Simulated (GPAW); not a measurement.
A working GPAW input for W (Im-3m, 1 atom in the cell) (DFT PBE, plane waves, GPAW PAW datasets PBE (gpaw-data 1.0.1)):

```python
from ase import Atoms
from ase.units import GPa
from gpaw import GPAW, PW, FermiDirac

atoms = Atoms(['W'],
              cell=[[-1.602914, 1.602914, 1.602914],
                    [1.602914, -1.602914, 1.602914],
                    [1.602914, 1.602914, -1.602914]],
              scaled_positions=[[0.000000, 0.000000, 0.000000]],
              pbc=True)

calc = GPAW(mode=PW(600),
            xc='PBE',
            kpts=(19, 19, 19),
            occupations=FermiDirac(0.1),
            nbands=-5,
            convergence={'density': 1e-05},
            symmetry={'symmorphic': False, 'tolerance': 0.0005},
            maxiter=100,
            txt='-')

atoms.calc = calc

energy = atoms.get_potential_energy()
print('Energy (eV):', round(energy, 6))
forces = atoms.get_forces()
print('Forces (eV/Ang):')
print(forces.round(5))
stress = atoms.get_stress()
print('Stress (GPa, Voigt):', (stress / GPa).round(4))
```

The run converged in 12 iterations: free energy E − TS (from the program's reference atoms) -11.5833 eV; Fermi level (on the code's own zero) 13.92 eV; pressure -6.34 GPa. Each of these slips is then made, one at a time:

(1)
```diff
-            xc='PBE',
+            xc='pbe',
```

(2)
```diff
+            charge=2,
```

Problem. Predict the outcome of each change.

Solution. 
(1) A keyword that the program does not know. The program stopped before any SCF iteration, with the message: NameError: Unknown functional: pbe..

(2) An unintended net charge. The run converged in 13 iterations without an error; against the sound input the pressure goes from -6.34 to -319.7 GPa.

The starting cell comes from a database of computed structures (which also holds hypothetical and non-ambient phases and stackings), without a prior relaxation at this level. Its lattice was rescaled by a random factor within 2.5 % of one. Spin polarisation is off. In the base run, with a pressure of about -6 GPa the cell is away from its equilibrium volume at this level.

Left out of this page: 1 run of the series held back from this collection; 3 runs of the series outside the window shown, repeating another row's setting, or not comparable.
